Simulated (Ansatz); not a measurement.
## A computed series for WS2: pressure series

The reference is WS2 in the 2H-MoS2 type structure (space group P6_3/mmc, No. 194; layered, stacked along the Cartesian z axis).

```
WS2
1.0
    3.11481     0.00000     0.00000
   -1.55740     2.69750     0.00000
    0.00000     0.00000    11.77307
W S
2 4
Direct
  0.33333   0.66667   0.25000
  0.66667   0.33333   0.75000
  0.33333   0.66667   0.61646
  0.66667   0.33333   0.11646
  0.66667   0.33333   0.38354
  0.33333   0.66667   0.88354
```

Cell and atoms are relaxed at each pressure.

Method: PBEsol-D3(BJ) in Ansatz (plane waves to 420 eV, PAW, spin-orbit coupling left out).

Computed cases, in order: pressure −2 GPa; pressure −1 GPa; 0 GPa (base); pressure 0.9 GPa; pressure 2.1 GPa; pressure 4.5 GPa; pressure 9 GPa; pressure 15 GPa; pressure 22.5 GPa; pressure 30 GPa.

Question: Between which two neighbouring cases does the band gap open or close?

Answer: Between pressure 15 GPa (0.07 eV) and pressure 22.5 GPa (zero). The whole series: pressure −2 GPa: 0.81 eV; pressure −1 GPa: 0.72 eV; 0 GPa (base): 0.65 eV; pressure 0.9 GPa: 0.60 eV; pressure 2.1 GPa: 0.54 eV; pressure 4.5 GPa: 0.43 eV; pressure 9 GPa: 0.26 eV; pressure 15 GPa: 0.07 eV; pressure 22.5 GPa: zero; pressure 30 GPa: zero.

The mesh was chosen for an insulator and is coarse for the gapless case. With W present, leaving out spin-orbit coupling can change the band edges. Load acts through the strain it causes; cell and atoms are relaxed under it. Stability against distortions was not tested. Competing high-pressure phases were not computed. All final runs are without spin polarisation. The zero or small gap of WS2 under pressure 9 GPa, WS2 under pressure 15 GPa, WS2 under pressure 22.5 GPa and WS2 under pressure 30 GPa can change with the level of theory.

Ansatz is a program for electronic structure.
